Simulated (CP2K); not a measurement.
# A short convergence ladder for Bi (R-3m, 2 atoms in the cell)

```yaml
crystal:
  lattice:
    - [4.72281, 0.00000, 0.00000]
    - [2.55292, 3.97336, 0.00000]
    - [2.55292, 1.39418, 3.72073]
  atoms:
    - { symbol: Bi, position: [0.23400, 0.23400, 0.23400] }
    - { symbol: Bi, position: [0.76600, 0.76600, 0.76600] }
```

Base method: CP2K with PBEsol, GPW, DZVP-MOLOPT-SR-GTH basis, GTH-PBE potentials (GTH_POTENTIALS).

Base settings: CUTOFF = 400 Ry; REL_CUTOFF = 50 Ry; SMEAR/METHOD = GAUSSIAN; SIGMA = 0.1 eV; KPOINTS/SCHEME = MONKHORST-PACK 4 4 4; GAMMA_CENTERED = T; XC_FUNCTIONAL = PBE:PBESOL; Bi/BASIS_SET = DZVP-MOLOPT-SR-GTH; Bi/POTENTIAL = GTH-PBE-q5; METHOD = GPW.

Core times come from one kind of shared machine, to one figure; runs under 30 s give none.

**The size of a vacancy's supercell**

On Bi (R-3m, 4 atoms in the cell), and larger cells.

Steps: 2 x 1 x 1 supercell, one Bi atom taken out, nothing relaxed; 2 x 2 x 1 supercell, one Bi atom taken out, nothing relaxed; and so on, with the mesh thinned in proportion.

Only quantities that move along the ladder and can be compared are tabulated.

```tsv
atoms	unrelaxed vacancy energy (eV)	core time / last (rough)
4	1.725	0.4
8	1.882	0.4
16	2.031	1
```

Smallest size that holds the unrelaxed vacancy energy within 0.1 eV: not settled: the last two steps still differ by 0.15 eV, over half the tolerance, so the ladder does not show it.

On the base run: the starting cell has typed, rounded lattice constants, without a prior relaxation at this level. Its lattice was rescaled by up to half a per cent. Values carry the incompleteness of an atom-centred basis. The potentials were made for another functional than the one used. Without a gap this mesh is coarse (it stands for a supercell whose shortest vector is 18 Å).
